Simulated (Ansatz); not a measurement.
GaAs (model structure, started from the BeO type, P4₂/mnm, No. 136, 8 atoms in the cell) was calculated with PBEsol (PAW; Ansatz, a quantum-chemistry and plane-wave program).

Excerpt of the program's output:

```
Crystal: 8 atoms, lattice volume = 191.547 Å³
Basis set: ecut = 520 eV, 5195 PW (Γ), exchange–correlation on 108×108×60 points (8 copies of the dense FFT grid, shifted against one another)
Bands: 68, of which v1, the nominal top of the filled ones, is band 56 counted from 1 (55 counted from 0)
Symmetry: 16 space group operations
Space group: P42/mnm (ITA 136), of the structure as read, at distance tolerance 5.8e-5 Å
k-points: 50 of 288
Functional: x = pbesol(κ = 0.804, μ = 0.12345679012345678), c = pbesol(β = 0.046)
SCF iter   1: F=—  HF=-34226.807339 eV  |F-HF|=—  |Δ(HF+E_count)|=         —  Δρ=2.57e-3  dr2=1.88e-2
SCF iter   2: F=—  HF=-34226.796797 eV  |F-HF|=—  |Δ(HF+E_count)|=   1.05e-2  Δρ=1.22e-3  dr2=3.88e-3
  ...
SCF iter   8: F=—  HF=-34226.796605 eV  |F-HF|=—  |Δ(HF+E_count)|=   8.41e-8  Δρ=7.60e-7  dr2=1.84e-9
SCF iter   9: F=-34226.796605 eV  HF=-34226.796605 eV  |F-HF|=6.55e-11  |Δ(HF+E_count)|=   2.51e-9  Δρ=1.51e-7  dr2=5.53e-11
SCF 1 converged in 9 iterations: F = -34226.796605 eV  dr2 = 5.53e-11
SCF converged after 9 iterations
Free energy (F): -34226.796605 eV
Internal energy: -34226.796605 eV  (E = F + TS)
E sigma→0 (E₀):  -34226.796605 eV
Fermi energy:    7.560224 eV
--- Stress (GPa, compression-positive) ---
       -0.010236       0.000000       0.000000
        0.000000      -0.010236       0.000000
        0.000000       0.000000       0.017003
  P = ⅓ Tr σ = -0.0012 GPa (-0.012 kbar)
```

Q: Write an input file that could have produced this run (the log leaves some choices open).

A: This is not unique; one that fits is 
Ansatz 0.2 input:
```yaml
crystal:
  lattice:
    - [6.9180321536, 0.0, 0.0]
    - [0.0, 6.9180321536, 0.0]
    - [0.0, 0.0, 4.0022972814]
  atoms:
    - { symbol: Ga, position: [0.3240399339, 0.6759600661, 0.0] }
    - { symbol: Ga, position: [0.6759600661, 0.3240399339, 0.0] }
    - { symbol: Ga, position: [0.8240399339, 0.8240399339, 0.5] }
    - { symbol: Ga, position: [0.1759600661, 0.1759600661, 0.5] }
    - { symbol: As, position: [0.3178903902, 0.3178903902, 0.0] }
    - { symbol: As, position: [0.6821096098, 0.6821096098, 0.0] }
    - { symbol: As, position: [0.1821096098, 0.8178903902, 0.5] }
    - { symbol: As, position: [0.8178903902, 0.1821096098, 0.5] }
basis:
  ecutwfc: 520
  ecutrho_ratio: 4
  xc_grid: 2
kpoints:
  mp_grid: { grid: [6, 6, 8] }
  band_path:
    path:
      - [0.0, 0.0, 0.0]
      - [0.0, 0.125, 0.0]
      - [0.0, 0.25, 0.0]
      - [0.0, 0.375, 0.0]
      - [0.0, 0.5, 0.0]
      - [0.125, 0.5, 0.0]
      - [0.25, 0.5, 0.0]
      - [0.375, 0.5, 0.0]
      - [0.5, 0.5, 0.0]
      - [0.416667, 0.416667, 0.0]
      - [0.333333, 0.333333, 0.0]
      - [0.25, 0.25, 0.0]
      - [0.166667, 0.166667, 0.0]
      - [0.083333, 0.083333, 0.0]
      - [0.0, 0.0, 0.071429]
      - [0.0, 0.0, 0.142857]
      - [0.0, 0.0, 0.214286]
      - [0.0, 0.0, 0.285714]
      - [0.0, 0.0, 0.357143]
      - [0.0, 0.0, 0.428571]
      - [0.0, 0.0, 0.5]
      - [0.0, 0.125, 0.5]
      - [0.0, 0.25, 0.5]
      - [0.0, 0.375, 0.5]
      - [0.0, 0.5, 0.5]
      - [0.125, 0.5, 0.5]
      - [0.25, 0.5, 0.5]
      - [0.375, 0.5, 0.5]
      - [0.5, 0.5, 0.5]
      - [0.416667, 0.416667, 0.5]
      - [0.333333, 0.333333, 0.5]
      - [0.25, 0.25, 0.5]
      - [0.166667, 0.166667, 0.5]
      - [0.083333, 0.083333, 0.5]
      - [0.0, 0.5, 0.071429]
      - [0.0, 0.5, 0.142857]
      - [0.0, 0.5, 0.214286]
      - [0.0, 0.5, 0.285714]
      - [0.0, 0.5, 0.357143]
      - [0.0, 0.5, 0.428571]
      - [0.5, 0.5, 0.071429]
      - [0.5, 0.5, 0.142857]
      - [0.5, 0.5, 0.214286]
      - [0.5, 0.5, 0.285714]
      - [0.5, 0.5, 0.357143]
      - [0.5, 0.5, 0.428571]
    npoints: 1
hamiltonian:
  xc: pbesol
  dispersion: none
  pseudopotentials: { kind: paw }
scf:
  occupations: { method: fermi_dirac, width: 0.01 }
  convergence: { dr2_threshold: 0.0000000008 }
output:
  forces: true
  stress: true
  eigenvalues: true
  write_bands: true
```

The PAW data were made under PBE.

Note: the relaxation could raise the start's symmetry but not lower it, so the cell can be a saddle point.

Cost on a shared machine: about 50 core-seconds (a rough figure).

A model structure was made by putting elements into a prototype or built by hand; it is no filed structure, need not be a known phase, and can be a saddle point held by its symmetry.
